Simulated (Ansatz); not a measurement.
Work function of faces of hcp Cd in PBE and in r2SCAN, in Ansatz (plane waves, PAW). Symmetric slabs relaxed with PBE from ideal cuts in 1x1 cells (the lowest computed cut and spin start of each face; real faces may reconstruct in larger cells); r2SCAN values are single points on them, with the bulk at the same level. No spin-orbit coupling, no U.

```json
[
 {"face": "(0001)", "PBE (eV)": "3.73", "r2SCAN (eV)": "3.75"},
 {"face": "(10-10)", "PBE (eV)": "3.94", "r2SCAN (eV)": "3.99"},
 {"face": "(10-11)", "PBE (eV)": "3.89", "r2SCAN (eV)": "3.94"},
 {"face": "(10-12)", "PBE (eV)": "3.85", "r2SCAN (eV)": "3.87"},
 {"face": "(11-20)", "PBE (eV)": "4.01", "r2SCAN (eV)": "4.07"},
 {"face": "(11-21)", "PBE (eV)": "3.94", "r2SCAN (eV)": "3.98"},
 {"face": "(11-22)", "PBE (eV)": "3.98", "r2SCAN (eV)": "4.02"},
 {"face": "(20-21)", "PBE (eV)": "3.92", "r2SCAN (eV)": "?"},
 {"face": "(21-30)", "PBE (eV)": "3.91", "r2SCAN (eV)": "3.95"}
]
```

Task: Fit a straight line y = a·x + b by least squares to the 8 complete rows (x: PBE (eV); y: r2SCAN (eV)).

Result: the means are x̄ = 3.9062 and ȳ = 3.9463; Σ(x − x̄)² = 0.052987 and Σ(x − x̄)(y − ȳ) = 0.059887, so a = 1.130 and b = ȳ − a·x̄ = -0.469. The largest residual is 0.013.

Task: What does the line predict for the withheld row, (20-21), and what did the calculation give?

Result: the line gives 3.96; the calculation gave 3.97, a miss of 0.01, of the size of the fitted rows' scatter and rounding.

Ansatz is a program for electronic structure.
